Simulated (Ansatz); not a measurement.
Input and output of a self-consistent single point for BP (F-43m, 2 atoms in the cell) (Ansatz, a quantum-chemistry and plane-wave program).

Method of the run: PBE, PAW files (plane waves; Ansatz).

```xyz
2
Lattice="0.0000 2.2661 2.2661 2.2661 0.0000 2.2661 2.2661 2.2661 0.0000" Properties=species:S:1:pos:R:3 pbc="T T T"
B      0.0000     0.0000     0.0000
P      1.1330     1.1330     1.1330
```

Reference input (self-consistent single point, DFT, PBE, plane waves, PAW files): basis.ecutwfc = 420 eV; kpoints.mp_grid.grid = 10 10 10; hamiltonian.xc = pbe; hamiltonian.pseudopotentials = {kind: paw} (the program's default PAW files); scf.occupations.method = fixed. This run's input differs from it in these lines:

Ansatz 0.2 input:
```diff
@@ -12,3 +12,3 @@
 kpoints:
-  mp_grid: { grid: [10, 10, 10] }
+  mp_grid: { grid: [6, 6, 6] }
 hamiltonian:
```

Output, abridged:

```
SCF iter   1: F=—  HF=-913.151923 eV  |F-HF|=—  |Δ(HF+E_count)|=         —  Δρ=9.23e-2  dr2=2.22e0  ethr=3.10e-3  ⟨swp⟩=4.9  Hψ=929  notcnv=0  defer=27
all-band conjugate gradients solve this SCF's bands
preconditioner: auto → none
SCF iter   2: F=—  HF=-912.471499 eV  |F-HF|=—  |Δ(HF+E_count)|=   6.80e-1  Δρ=3.06e-2  dr2=1.64e-1  ethr=3.10e-3  ⟨swp⟩=2.4  Hψ=356  notcnv=0  defer=25
SCF iter   3: F=—  HF=-912.432829 eV  |F-HF|=—  |Δ(HF+E_count)|=   3.87e-2  Δρ=1.23e-2  dr2=2.24e-2  ethr=2.05e-3  ⟨swp⟩=3.0  Hψ=226  notcnv=0  defer=26
SCF iter   4: F=—  HF=-912.429479 eV  |F-HF|=—  |Δ(HF+E_count)|=   3.35e-3  Δρ=1.43e-3  dr2=2.31e-4  ethr=2.80e-4  ⟨swp⟩=2.8  Hψ=207  notcnv=0  defer=27
SCF iter   5: F=—  HF=-912.429550 eV  |F-HF|=—  |Δ(HF+E_count)|=   7.06e-5  Δρ=1.11e-4  dr2=1.65e-6  ethr=2.88e-6  ⟨swp⟩=2.6  Hψ=222  notcnv=0  defer=27
SCF iter   6: F=—  HF=-912.429553 eV  |F-HF|=—  |Δ(HF+E_count)|=   2.53e-6  Δρ=1.23e-5  dr2=3.15e-8  ethr=1.25e-9  ⟨swp⟩=8.1  Hψ=890  notcnv=0
SCF iter   7: F=-912.429553 eV  HF=-912.429553 eV  |F-HF|=3.23e-11  |Δ(HF+E_count)|=   1.64e-8  Δρ=9.23e-7  dr2=2.02e-10  ethr=3.94e-10  ⟨swp⟩=2.5  Hψ=462  notcnv=0
SCF 1 converged in 7 iterations: F = -912.429553 eV  dr2 = 2.02e-10
Free energy (F): -912.429553 eV
Internal energy: -912.429553 eV  (E = F + TS)
E sigma→0 (E₀):  -912.429553 eV
Fermi energy:    9.302764 eV
--- Forces (eV/Å), atoms counted from 1 ---
  atom   1  B      0.00000000    -0.00000000    -0.00000000
  atom   2  P     -0.00000000     0.00000000    -0.00000000
--- Stress (GPa, compression-positive) ---
        1.895890      -0.000000      -0.000000
       -0.000000       1.895890       0.000000
       -0.000000       0.000000       1.895890
  P = ⅓ Tr σ = 1.8959 GPa (18.959 kbar)
  The stress holds the Pulay correction. Without it, at fixed plane waves, as pw.x and ABINIT print it: P = 1.8218 GPa
```

The run converged in 7 iterations. Against the reference run the free energy rises by 8.6 meV/atom, the pressure goes from 1.77 to 1.90 GPa and the gap on the mesh goes from 1.238 to 1.325 eV.

The starting cell comes from a database of computed structures (which also holds hypothetical and non-ambient phases and stackings), without a prior relaxation at this level. Ansatz's pressure includes its estimate of the finite-basis (Pulay) stress. Another mesh or the band path of this cell gives a smaller gap, so this value is not converged in the mesh.
